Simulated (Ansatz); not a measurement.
The starting structures come from a database of crystals and need not be the phases stable at ambient conditions.

 Where the default PAW files enter, the runs use the earlier of Ansatz's two default sets.

Evanescent states of ZnSnO₃ (R-3, not sure to be the ambient phase, 10 atoms a cell, 11.9 Å³ an atom, -7 GPa at this level) along the normal of (110)

Computed with PBEsol (plane waves, PAW; Ansatz, a quantum-chemistry and plane-wave program).

The gap is the functional's own, uncorrected, and κ follows it; spin-orbit coupling is left out. Mid-gap values are interpolated between the computed energies.

Energies count from the valence-band top; κ is the least over a 6×4 mesh across the current.

```csv
E (eV),κ (1/Å),where
0.04,0.128,off Γ
0.10,0.160,Γ
0.17,0.173,Γ
0.24,0.160,Γ
0.32,___,Γ
0.39,___,Γ
0.46,___,Γ
0.53,___,Γ
0.59,___,Γ
0.67,___,Γ
0.73,___,Γ
0.81,___,Γ
0.88,___,Γ
0.94,0.100,Γ
1.01,0.087,Γ
1.08,0.069,Γ
1.16,0.043,Γ
```

**Question.** Some entries are withheld; supply them.

**Answer.** 
- 0.32, κ (1/Å): 0.155
- 0.39, κ (1/Å): 0.152
- 0.46, κ (1/Å): 0.148
- 0.53, κ (1/Å): 0.144
- 0.59, κ (1/Å): 0.139
- 0.67, κ (1/Å): 0.134
- 0.73, κ (1/Å): 0.127
- 0.81, κ (1/Å): 0.120
- 0.88, κ (1/Å): 0.111
